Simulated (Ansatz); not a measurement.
Ansatz (a first-principles code) run on CsPbBr₃ (P4mm, 5 atoms in the cell): self-consistent single point.

Level of theory: LDA (PW92), default PAW files made with PBE (plane waves; Ansatz).

```
CsPbBr3
1.0
    5.84065     0.00000     0.00000
    0.00000     5.84065     0.00000
    0.00000     0.00000     5.84065
Cs Pb Br
1 1 3
Direct
  0.00000   0.00000   0.00856
  0.50000   0.50000   0.50000
  0.50000   0.00000   0.50000
  0.00000   0.50000   0.50000
  0.50000   0.50000   0.00000
```

Reference input (self-consistent single point, DFT, LDA (PW92), plane waves, default PAW files made with PBE): basis.ecutwfc = 30.9 Ry; kpoints.mp_grid.grid = 4 4 4; hamiltonian.xc = lda; hamiltonian.pseudopotentials = {kind: paw} (the program's default PAW files); scf.occupations.method = fermi_dirac; scf.occupations.width = 0.0007 Ry. This run's input differs from it in these lines:

Ansatz 0.2 input:
```diff
@@ -14,3 +14,3 @@
 kpoints:
-  mp_grid: { grid: [4, 4, 4] }
+  mp_grid: { grid: [8, 8, 8], shift: [0.5, 0.5, 0.5] }
 hamiltonian:
```

The program printed (abridged):

```
SCF iter   1: F=—  HF=-25194.944571 eV  |F-HF|=—  |Δ(HF+E_count)|=         —  Δρ=3.71e-3  dr2=1.99e-2  ethr=1.77e-3  ⟨swp⟩=8.2  Hψ=6054  notcnv=0
all-band conjugate gradients solve this SCF's bands
preconditioner: auto → Resta (q_TF=auto, 2.121 Å⁻¹)
SCF iter   2: F=—  HF=-25194.940265 eV  |F-HF|=—  |Δ(HF+E_count)|=   4.31e-3  Δρ=1.95e-3  dr2=5.67e-3  ethr=4.52e-5  ⟨swp⟩=3.1  Hψ=2383  notcnv=0  defer=39
SCF iter   3: F=—  HF=-25194.938945 eV  |F-HF|=—  |Δ(HF+E_count)|=   1.32e-3  Δρ=1.88e-4  dr2=8.60e-5  ethr=1.29e-5  ⟨swp⟩=3.3  Hψ=2028  notcnv=0  defer=40
SCF iter   4: F=—  HF=-25194.938961 eV  |F-HF|=—  |Δ(HF+E_count)|=   1.52e-5  Δρ=5.06e-5  dr2=6.64e-6  ethr=1.95e-7  ⟨swp⟩=2.1  Hψ=1940  notcnv=0  defer=40
SCF iter   5: F=—  HF=-25194.938961 eV  |F-HF|=—  |Δ(HF+E_count)|=   1.06e-7  Δρ=1.58e-5  dr2=8.57e-7  ethr=1.51e-8  ⟨swp⟩=2.0  Hψ=1853  notcnv=0  defer=40
SCF iter   6: F=-25194.938961 eV  HF=-25194.938961 eV  |F-HF|=3.27e-10  |Δ(HF+E_count)|=   1.84e-7  Δρ=4.52e-6  dr2=6.57e-8  ethr=2.27e-10  ⟨swp⟩=9.3  Hψ=6023  notcnv=0
SCF 1 converged in 6 iterations: F = -25194.938961 eV  dr2 = 6.57e-8
Free energy (F): -25194.938961 eV
Internal energy: -25194.938961 eV  (E = F + TS)
E sigma→0 (E₀):  -25194.938961 eV
Fermi energy:    4.285802 eV
--- Forces (eV/Å), atoms counted from 1 ---
  atom   1  Cs    -0.00000000     0.00000000     0.00492277
  atom   2  Pb    -0.00000000     0.00000000     0.00629868
  atom   3  Br     0.00000000     0.00000000    -0.00801207
  atom   4  Br     0.00000000     0.00000000    -0.00801207
  atom   5  Br     0.00000000     0.00000000     0.00481232
--- Stress (GPa, compression-positive) ---
       -0.871668       0.000000      -0.000000
        0.000000      -0.871668       0.000000
       -0.000000       0.000000      -0.870568
  P = ⅓ Tr σ = -0.8713 GPa (-8.713 kbar)
  The stress holds the Pulay correction. Without it, at fixed plane waves, as pw.x and ABINIT print it: P = -0.8877 GPa
```

The run converged in 6 iterations. Against the reference run the free energy goes down by 8.3 meV/atom, the pressure goes from -0.73 to -0.87 GPa, the largest force stays at 0.008 eV/Å and the gap on the mesh goes from 1.317 to 1.869 eV.

The starting cell has typed, rounded lattice constants, without a prior relaxation at this level. Its lattice was rescaled by up to half a per cent. One atom was moved a little off its site on purpose. Spin-orbit coupling is off. Ansatz's pressure includes its estimate of the finite-basis (Pulay) stress. Another mesh or the band path of this cell gives a smaller gap, so this value is not converged in the mesh.
